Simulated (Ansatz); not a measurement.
**A short convergence ladder for MoS2 (P6_3/mmc, 6 atoms in the cell)**

```xyz
6
Lattice="1.5721 -2.7230 0.0000 1.5721 2.7230 0.0000 0.0000 0.0000 12.2385" Properties=species:S:1:pos:R:3 pbc="T T T"
Mo     1.5721     0.9077     3.0596
Mo     1.5721    -0.9077     9.1789
S      1.5721     0.9077    10.7576
S      1.5721    -0.9077     4.6384
S      1.5721    -0.9077     1.4809
S      1.5721     0.9077     7.6001
```

Base method: PBE (plane waves, PAW; Ansatz, a program for electronic structure).

Base settings: basis.ecutwfc = 420 eV; kpoints.mp_grid.grid = 9 9 2; hamiltonian.xc = pbe; hamiltonian.pseudopotentials = {kind: paw} (the program's default PAW files); scf.occupations.method = fermi_dirac; scf.occupations.width = 0.01 eV.

Core times come from one kind of shared machine, to one figure; runs under 30 s give none.

**Zone-centre phonons against the cutoff**

In this ladder: scf.occupations.method = fixed; scf.occupations.width = default; phonons.method = dfpt; phonons.dielectric = true; phonons.rigid_motions = translations.

The mesh stays at the base's, so the ladder's end is converged at best in this setting alone.

Frequencies are those of the unrelaxed cell, without the LO-TO term of polar crystals.

Only quantities that move along the ladder and can be compared are tabulated.

ε∞ and Born charges come from denser meshes that the program picks itself.

```tsv
basis.ecutwfc	highest zone-centre frequency (cm⁻¹)	largest Born charge (mean of the diagonal) (e)	mean ε∞	core time / last (rough)
210 eV	444.8	0.861	12.458	0.5
250 eV	459.7	0.904	12.509	0.5
295 eV	464.5	0.905	12.532	0.6
420 eV	463.0	0.905	12.544	0.9
505 eV	463.0	0.905	12.543	1
```

Coarsest basis.ecutwfc that holds the largest Born charge (mean of the diagonal) within 0.005 e of the last step, with all finer ones: 250 eV; the step before is off by 0.044 e.

Coarsest basis.ecutwfc that holds the mean ε∞ within 0.01 of the last step, with all finer ones: 420 eV; the step before is off by 0.011.

Coarsest basis.ecutwfc that holds the highest zone-centre frequency within 2 cm⁻¹ of the last step, with all finer ones: 295 eV; the step before is off by 3.4 cm⁻¹.

On the base run: the starting cell has typed, rounded lattice constants, without a prior relaxation at this level. Its lattice was rescaled by up to half a per cent. In the base run, with a pressure of about 3 GPa the cell is away from its equilibrium volume at this level.

Keys are those of Ansatz 0.2.
